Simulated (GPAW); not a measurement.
GPAW run on Re3Os (P6_3/mmc, 8 atoms in the cell): self-consistent single point.

Level of theory: LDA (Perdew-Wang 92), GPAW PAW datasets LDA (gpaw-data 1.0.1) (plane waves; GPAW).

```
CELL_PARAMETERS angstrom
      5.53102     0.00000     0.00000
     -2.76551     4.79000     0.00000
      0.00000     0.00000     4.41334
ATOMIC_POSITIONS crystal
  Re 0.83454 0.16546 0.75000
  Re 0.16546 0.83454 0.25000
  Re 0.66908 0.83454 0.25000
  Re 0.33092 0.16546 0.75000
  Re 0.83454 0.66908 0.75000
  Re 0.16546 0.33092 0.25000
  Os 0.66667 0.33333 0.25000
  Os 0.33333 0.66667 0.75000
```

Reference input (self-consistent single point, DFT PBEsol, plane waves, GPAW PAW datasets PBEsol (made by gpaw-setup)): mode = pw; ecut = 600 eV; xc = PBEsol; kpts = 4 4 5; mesh shift (steps) = 0 0 0; occupations.name = methfessel-paxton; occupations.width = 0.136 eV; occupations.order = 0; nbands = -14; convergence.density = 1e-05 e/electron; convergence.energy = 1e-05 eV/electron; symmetry.symmorphic = false. This run's input differs from it in these lines:

```diff
@@ -19,3 +19,3 @@
 calc = GPAW(mode=PW(600),
-            xc='PBEsol',
+            xc='LDA',
             kpts={'size': (4, 4, 5), 'gamma': True},
```

Its files differ too (potentials: GPAW PAW datasets LDA (gpaw-data 1.0.1)).

Output (repeated stretches shortened):

```
     iter     time        total  log10-change:
                         energy   eigst   dens
iter:   1 --:--:--  -106.068673
iter:   2 --:--:--  -105.969051   -0.73  -1.37
iter:   3 --:--:--  -104.024218   -0.98  -1.37
iter:   4 --:--:--  -106.267429   -0.68  -1.78
iter:   5 --:--:--  -106.198028   -1.76  -1.53
   [... 13 lines left out ...]
iter:  19 --:--:--  -104.065790   -4.23  -2.91
iter:  20 --:--:--  -104.065465   -4.44  -3.02
iter:  21 --:--:--  -104.064273   -4.72  -3.11
iter:  22 --:--:--  -104.064262   -5.57  -3.58
iter:  23 --:--:--  -104.064228c  -5.30  -3.61
iter:  24 --:--:--  -104.064291c  -5.95  -3.66
iter:  25 --:--:--  -104.064283c  -5.92  -3.70
iter:  26 --:--:--  -104.064291c  -6.00  -3.79
iter:  27 --:--:--  -104.064280c  -5.72  -3.89
iter:  28 --:--:--  -104.064284c  -6.27  -4.02
iter:  29 --:--:--  -104.064289c  -6.27  -4.04
iter:  30 --:--:--  -104.064293c  -6.75  -4.17
iter:  31 --:--:--  -104.064294c  -6.49  -4.35
iter:  32 --:--:--  -104.064291c  -7.54c -4.42
iter:  33 --:--:--  -104.064288c  -7.63c -4.49
iter:  34 --:--:--  -104.064284c  -7.55c -4.61
iter:  35 --:--:--  -104.064283c  -7.47c -4.87
iter:  36 --:--:--  -104.064285c  -8.01c -5.04c
Converged after 36 iterations.

Dipole moment: (-0.000000, -0.000000, 0.000000) |e|*Ang

Energy contributions relative to reference atoms: (reference = -3657872.886016)

Kinetic:         +8.213682
Potential:      -22.301148
External:        +0.000000
XC:             -89.684973
Entropy (-ST):   -0.057316
Local:           -0.263187
SIC:             +0.000000
--------------------------
Free energy:   -104.092943
Extrapolated:  -104.064285

Showing only first 2 kpts
 Kpt  Band  Eigenvalues  Occupancy
  0    51     13.48490    2.00000
  0    52     13.88245    1.99927
  0    53     13.88246    1.99927
  0    54     14.85109    0.00000

  1    51     14.49737    0.00255
  1    52     14.61457    0.00002
  1    53     14.61457    0.00002
  1    54     14.71909    0.00000

Fermi level: 14.20720

No gap
   [... lines left out ...]
  2 Re    0.01913    0.01105    0.00000
  3 Re   -0.01913   -0.01105    0.00000
  4 Re    0.00000    0.02209    0.00000
  5 Re   -0.00000   -0.02209   -0.00000
  6 Os   -0.00000    0.00000   -0.00000
  7 Os    0.00000   -0.00000    0.00000

Stress tensor:
     0.089753    -0.000000     0.000000
    -0.000000     0.089753    -0.000000
     0.000000    -0.000000     0.090622
Stress (GPa, Voigt): [14.38   14.38   14.5193 -0.      0.     -0.    ]
```

The run converged in 36 iterations. GPAW prints stress with tension positive. Against the reference run the pressure goes from -7.46 to -14.43 GPa and the largest force goes from 0.017 to 0.022 eV/Å.

The starting cell comes from a database of computed structures (which also holds hypothetical and non-ambient phases and stackings), without a prior relaxation at this level. Spin polarisation is off. With a pressure of about -14 GPa the cell is away from its equilibrium volume at this level.

Cost on one core of a shared machine: roughly 80 s.
